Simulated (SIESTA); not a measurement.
Checking a run of SIESTA on Rb₂LiNb₂Te₂O₁₂ (P1, 19 atoms in the cell). The aim is a self-consistent single point with DFT, GGA PBEsol, numerical atomic orbitals DZP, PseudoDojo PBEsol standard norm-conserving potentials (rewritten from UPF to PSML).

Cell that was meant: a = 7.5434 Å, b = 7.5492 Å, c = 7.5750 Å, α = 90.89°, β = 119.73°, γ = 118.87°.

Part of the input:

```
PAO.BasisSize                DZP
PAO.EnergyShift              0.005 Ry
PAO.Polarization.NonPerturbative true
MeshCutoff                   50 Ry
%block kgrid.MonkhorstPack
    4   0   0  0.0
    0   4   0  0.0
```

Log, with long lists cut:

```
reinit: Reading from file input.fdf

reinit: System Name: Rb2LiNb2(TeO6)2
reinit: System Label: siesta

   [... lines left out ...]

outcell: Cell vector modules (Ang)   :    7.543356    7.549235    7.575013
outcell: Cell angles (23,13,12) (deg):     90.8864    119.7317    118.8671
outcell: Cell volume (Ang**3)        :    309.0619
new_DM -- step:     1
Initializing Density Matrix...

Attempting to read DM from file... Failed...
DM filled with atomic data:

InitMesh: MESH = 24 x 30 x 30 = 21600
InitMesh: Mesh cutoff (required, used) =    50.000    50.949 Ry

stepf: Methfessel-Paxton step function
       Using Hermite-Gauss polynomials of order  1
        iscf     Eharris(eV)        E_KS(eV)     FreeEng(eV)     dDmax    Ef(eV) dHmax(eV)
   scf:    1   -15955.356231   -16084.163595   -16084.166988  1.550482 -5.284076 17.338735
   scf:    2   -16154.284843   -16129.827406   -16129.828988  0.226930 -5.051692  5.604040
   scf:    3   -16133.181465   -16132.789341   -16132.789782  0.191394 -5.292723  2.233078
   scf:    4   -16132.853752   -16133.054523   -16133.055249  0.073924 -5.441968  1.544341
   scf:    5   -16133.277430   -16133.212977   -16133.213445  0.037970 -5.503095  0.316856
   [... lines left out ...]
   scf:    8   -16133.231482   -16133.230750   -16133.231205  0.003445 -5.538067  0.033932
   scf:    9   -16133.230950   -16133.230871   -16133.231330  0.001624 -5.533170  0.007524
   scf:   10   -16133.230881   -16133.230878   -16133.231337  0.000364 -5.531907  0.004272
   scf:   11   -16133.230881   -16133.230880   -16133.231341  0.000482 -5.531218  0.001699
   scf:   12   -16133.230879   -16133.230880   -16133.231341  0.000179 -5.530911  0.000828
   scf:   13   -16133.230880   -16133.230880   -16133.231341  0.000071 -5.530807  0.000421
SCF Convergence by DM+H criterion
max |DM_out - DM_in|         :     0.0000713733
max |H_out - H_in|      (eV) :     0.0004212714
SCF cycle converged after 13 iterations

Using DM_out to compute the final energy and forces

siesta: E_KS(eV) =           -16133.2309

siesta: E_KS - E_eggbox =    -16133.2309

siesta: Atomic forces (eV/Ang):
     1   -0.018653   -0.037247    0.047941
     2   -0.013210    0.022023    0.136270
     3   -0.703976    0.028564   -0.360613
   [... 16 lines left out ...]
   Tot    4.583605  -15.911742    9.350443
   Max   18.670041
   Res    5.447594    sqrt( Sum f_i^2 / 3N )
   Max   18.670041    constrained

Stress tensor Voigt[x,y,z,yz,xz,xy] (kbar):      -60.76       21.14      -13.32        9.16       24.83      -22.47
   [... lines left out ...]
siesta: FreeEng =    -16133.231341
   [... lines left out ...]
siesta:    -0.014024    0.013192    0.005718
siesta:     0.015496    0.005718   -0.008313

siesta: Cell volume =        309.061851 Ang**3

siesta: Pressure (static):
siesta:                Solid            Molecule  Units
siesta:           0.00011997         -0.00116239  Ry/Bohr**3
siesta:           0.01101554         -0.10672535  eV/Ang**3
siesta:          17.64883662       -170.99286066  kBar
```

**Question.** Is this run sound? If not, what is wrong?

**Answer.** The run is not sound. The fault is a basis or grid far too coarse for these potentials. The error of an incomplete plane-wave basis or grid does not cancel at such settings. To fix it, restore the cutoff that the potentials need and check convergence. The run converged in 13 iterations without an error; against the sound input the free energy goes down by 294 meV/atom, the pressure goes from -2.83 to 1.76 GPa and the largest force goes from 1.509 to 19.41 eV/Å.

An input that runs soundly differs in these lines (not the only fix; some lines may just follow from the change or write a value another way):
```diff
-MeshCutoff                   50 Ry
+MeshCutoff                   400 Ry
```

With that input, the run converged in 13 iterations: free energy E − TS -16127.6370 eV; Fermi level (on the code's own zero) -5.59 eV; pressure -2.83 GPa; largest force (vector length) 1.509 eV/Å (DFT, GGA PBEsol, numerical atomic orbitals DZP, PseudoDojo PBEsol standard norm-conserving potentials (rewritten from UPF to PSML)).

On the sound input: the starting cell comes from a database of computed structures (which also holds hypothetical and non-ambient phases and stackings), without a prior relaxation at this level. Its lattice was rescaled by a random factor within 2.5 % of one. Spin polarisation is off; with an odd number of electrons in the cell that forces a metal, and a magnetic state may lie lower. Values carry the incompleteness of an atom-centred basis. Forces in this geometry exceed 1 eV/Å.
